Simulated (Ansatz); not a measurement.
Mo, response to strain

Take Mo in the bcc (W type) structure (space group Im-3m, No. 229; a = 3.151 Å; relaxed with 0.1 eV smearing) as the base. Axes: x, y, z lie along the cube axes.

Strains are applied to the cell and any free atomic positions relax; under biaxial strain the out-of-plane vector relaxes too.

All numbers come from Ansatz (an electronic-structure program), r2SCAN, PAW, cutoff 500 eV, scalar-relativistic without spin-orbit coupling.

Notes on the quantities. pressure: mean of the normal stresses, compression positive.

```csv
case,pressure,out-of-plane strain
base,0.0 GPa,–
"biaxial strain −2.50 %, plane normal [111], relaxed out of plane",7.3 GPa,+2.71 %
"biaxial strain −2.08 %, plane normal [111], relaxed out of plane",6.0 GPa,+2.22 %
"biaxial strain −1.67 %, plane normal [111], relaxed out of plane",___,+1.75 %
"biaxial strain −1.25 %, plane normal [111], relaxed out of plane",3.6 GPa,___
"biaxial strain −0.83 %, plane normal [111], relaxed out of plane",2.3 GPa,___
"biaxial strain −0.42 %, plane normal [111], relaxed out of plane",1.2 GPa,+0.42 %
```

### Question
Complete the table.

### Answer

- biaxial strain −1.67 %, plane normal [111], relaxed out of plane, pressure: 4.8 GPa
- biaxial strain −1.25 %, plane normal [111], relaxed out of plane, out-of-plane strain: +1.29 %
- biaxial strain −0.83 %, plane normal [111], relaxed out of plane, out-of-plane strain: +0.84 %

Whether these cells are dynamically stable was not tested. All final runs are without spin polarisation.
